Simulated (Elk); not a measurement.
Band structure of AuAl2 (Fm-3m, 3 atoms in the cell).

```
CELL_PARAMETERS angstrom
      0.00000     2.93400     2.93400
      2.93400     0.00000     2.93400
      2.93400     2.93400     0.00000
ATOMIC_POSITIONS crystal
  Al 0.25000 0.25000 0.25000
  Al 0.75000 0.75000 0.75000
  Au 0.00000 0.00000 0.00000
```

Method of the run: PBE, all-electron FP-LAPW, Elk's shipped species files, LAPW+lo basis in Elk.

Settings: xctype = 20; rgkmax = 7.5; stype = 0; swidth = 0.00183747 Ha; ngridk = 13 13 13; gmaxvr = 16 1/bohr; nxoapwlo = 1.

The starting cell has typed, rounded lattice constants, without a prior relaxation at this level. Its lattice was rescaled by a random factor within 2.5 % of one. Spin-orbit coupling is off. Values depend on the basis (sphere radii, cutoffs, local orbitals), which need not be converged.

Levels in eV from the Fermi level, bands 22 to 29:
| point | 22 | 23 | 24 | 25 | 26 | 27 | 28 | 29 |
|---|---|---|---|---|---|---|---|---|
| Γ | -5.94 | 2.68 | 3.00 | 3.00 | 3.00 | 4.20 | 4.20 | 4.20 |
| X | -5.59 | -5.23 | -2.28 | -2.28 | 1.65 | 2.15 | 7.67 | 10.34 |
| W | -5.43 | -4.18 | -4.18 | -2.29 | 4.38 | 4.38 | 5.41 | 5.42 |
| K | -5.82 | -4.79 | -3.52 | -1.48 | 2.06 | 4.55 | 6.17 | 8.18 |
| L | -5.79 | -5.69 | 0.32 | 0.32 | 3.39 | 4.02 | 4.02 | 4.14 |
| U | -5.82 | -4.79 | -3.52 | -1.48 | 2.06 | 4.55 | 6.17 | 8.18 |

Bands cross the Fermi level along this path, so the cell is metallic at this level.
